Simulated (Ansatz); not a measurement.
# BN (space group R3m, No. 160; a cell from a computed database, its experimental status unchecked; layered, stacked along the Cartesian z axis)

```cif
data_B3N3
_chemical_formula_sum 'B3 N3'
_space_group_name_H-M_alt 'R3m :H'
_space_group_IT_number 160
_space_group_name_Hall 'R 3 -2"'
_cell_length_a 2.49942
_cell_length_b 2.49942
_cell_length_c 9.75898
_cell_angle_alpha 90.000
_cell_angle_beta 90.000
_cell_angle_gamma 120.000
loop_
_atom_site_label
_atom_site_type_symbol
_atom_site_symmetry_multiplicity
_atom_site_Wyckoff_symbol
_atom_site_fract_x
_atom_site_fract_y
_atom_site_fract_z
_atom_site_occupancy
B1 B 3 a 0.00000 0.00000 0.00030 1
N1 N 3 a 0.00000 0.00000 0.66726 1
```
(The calculation used a cell of 2 atoms; values per cell refer to that cell.)

Calculations: r2SCAN+rVV10 (Ansatz, a quantum-chemistry and plane-wave program, PAW, scalar-relativistic without spin-orbit coupling), earlier PAW set. Γ-centred 15×15×15 mesh, Fermi–Dirac width 0.05 eV.

The volume per atom is 8.80 Å³ and the density is 2.34 g/cm³. The band gap is 4.63 eV (uncertain: the edges found on the path are not clean extrema) and the total energy is -271.888 eV/atom (σ→0; compares only within this code and set-up).

No phonon test of stability was made.
